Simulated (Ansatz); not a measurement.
Consider the following.

```
GaAs
1.0
    0.00000     2.83321     2.83321
    2.83321     0.00000     2.83321
    2.83321     2.83321     0.00000
Ga As
1 1
Direct
  0.00000   0.00000   0.00000
  0.25000   0.25000   0.25000
```

Calculation: r2SCAN with spin-orbit coupling, rigid bands (plane waves, PAW; Ansatz, a program for electronic structure). Cell: cell and atoms relaxed with r2SCAN.

Problem. What conductivity effective mass do dilute electrons have at 300 K?

Solution. 0.058 mₑ.

Problem. What conductivity effective mass do dilute holes have at 300 K?

Solution. 0.40 mₑ.

Problem. And the band gap?

Solution. 0.86 eV at this level; semilocal functionals usually fall short of the measured gap.

Rigid bands, one relaxation time for all states, no polarons.
